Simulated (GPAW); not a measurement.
A self-consistent single point of CrO2 (P4_2/mnm, 6 atoms in the cell) with GPAW.

Method of the run: LDA (Perdew-Wang 92), GPAW PAW datasets LDA (gpaw-data 1.0.1) (plane waves; GPAW).

```yaml
crystal:
  lattice:
    - [4.45152, 0.00000, 0.00000]
    - [0.00000, 4.45152, 0.00000]
    - [0.00000, 0.00000, 2.94186]
  atoms:
    - { symbol: Cr, position: [0.00000, 0.00000, 0.50000], spin: 3.0 }
    - { symbol: Cr, position: [0.50000, 0.50000, 0.00000], spin: 3.0 }
    - { symbol: O, position: [0.19726, 0.19726, 0.00000] }
    - { symbol: O, position: [0.80274, 0.80274, 0.00000] }
    - { symbol: O, position: [0.30274, 0.69726, 0.50000] }
    - { symbol: O, position: [0.69726, 0.30274, 0.50000] }
```
(The spins are starting values, not results.)

Reference input (self-consistent single point, DFT PBE, plane waves, GPAW PAW datasets PBE (gpaw-data 1.0.1)): spinpol = true; mode = pw; ecut = 950 eV; xc = PBE; kpts = 5 5 7; mesh shift (steps) = 0 0 0; occupations.name = fermi-dirac; occupations.width = 0.1 eV; nbands = -12; convergence.forces = 0.001 eV/Å; symmetry.symmorphic = false; symmetry.tolerance = 0.0005. This run's input differs from it in these lines:

```diff
@@ -20,3 +20,3 @@
             mode={'name': 'pw', 'ecut': 950},
-            xc='PBE',
+            xc='LDA',
             kpts=(5, 5, 7),
```

Its files differ too (potentials: GPAW PAW datasets LDA (gpaw-data 1.0.1)).

Log, with long lists cut:

```
     iter     time        total  log10-change:         magmom
                         energy   eigst   dens  force
iter:   1 --:--:--   -60.154369                          +5.9705
iter:   2 --:--:--   -58.641475   -0.72  -0.92           +4.5910
iter:   3 --:--:--   -56.465456   -0.92  -1.00           +3.9696
iter:   4 --:--:--   -57.265499   -1.51  -1.35           +3.9549
iter:   5 --:--:--   -56.608007   -1.47  -1.14           +3.9829
iter:   6 --:--:--   -56.089873   -2.01  -1.48           +3.9912
iter:   7 --:--:--   -56.028343   -1.84  -1.89           +3.9943
iter:   8 --:--:--   -56.020968   -3.08  -2.38           +3.9944
   [... lines left out ...]
iter:  23 --:--:--   -56.020928c  -6.57  -4.27c          +3.9965
iter:  24 --:--:--   -56.020929c  -6.80  -4.38c          +3.9965
iter:  25 --:--:--   -56.020920c  -6.84  -4.39c          +3.9965
iter:  26 --:--:--   -56.020919c  -6.90  -4.54c          +3.9965
iter:  27 --:--:--   -56.020918c  -7.12  -5.13c          +3.9965
iter:  28 --:--:--   -56.020917c  -7.26  -5.30c          +3.9965
iter:  29 --:--:--   -56.020917c  -7.34  -5.54c          +3.9965
iter:  30 --:--:--   -56.020917c  -7.47c -5.62c          +3.9965
iter:  31 --:--:--   -56.020917c  -7.55c -5.70c -4.24c   +3.9965
Converged after 31 iterations.

Dipole moment: (-0.000000, -0.000000, -0.000000) |e|*Ang

Total magnetic moment: (0.000000, 0.000000, 3.996479)
Local magnetic moments:
   0 Cr ( 0.000000,  0.000000,  2.010490)
   1 Cr ( 0.000000,  0.000000,  2.010490)
   2 O  ( 0.000000,  0.000000, -0.047077)
   3 O  ( 0.000000,  0.000000, -0.047077)
   4 O  ( 0.000000,  0.000000, -0.047077)
   5 O  ( 0.000000,  0.000000, -0.047077)

Energy contributions relative to reference atoms: (reference = -65164.998997)

Kinetic:        -17.769974
Potential:       -3.057404
External:        +0.000000
XC:             -36.532326
Entropy (-ST):   -0.066066
Local:           +1.371820
SIC:             +0.000000
--------------------------
Free energy:    -56.053950
Extrapolated:   -56.020917

Spin contamination: 0.274666 electrons
Showing only first 2 kpts
   [... lines left out ...]
Fermi level: 5.90379
No gap
   [... lines left out ...]
  0 Cr    0.00000    0.00000    0.00000
  1 Cr    0.00000   -0.00000    0.00000
  2 O    -0.17111   -0.17111    0.00000
  3 O     0.17111    0.17111    0.00000
  4 O     0.17111   -0.17111    0.00000
  5 O    -0.17111    0.17111    0.00000

Stress tensor:
     0.086301     0.000000     0.000000
     0.000000     0.086301     0.000000
     0.000000     0.000000     0.119584
Stress (GPa, Voigt): [13.827  13.827  19.1595  0.      0.      0.    ]
```

The run converged in 31 iterations. GPAW prints stress with tension positive. Against the reference run the largest force goes from 0.097 to 0.242 eV/Å and the size of the net moment stays at 0.67 μB/atom.

At such cutoffs GPAW's stress carries a finite-basis (Pulay) error, which enters relaxed cells too; its log prints stress with tension positive.

The starting cell comes from a database of computed structures (which also holds hypothetical and non-ambient phases and stackings), without a prior relaxation at this level. Its lattice was rescaled by a random factor within 2.5 % of one. The magnetic order is the one reached from the typed start; others were not searched systematically.

Cost on one core of a shared machine: roughly 2 min.
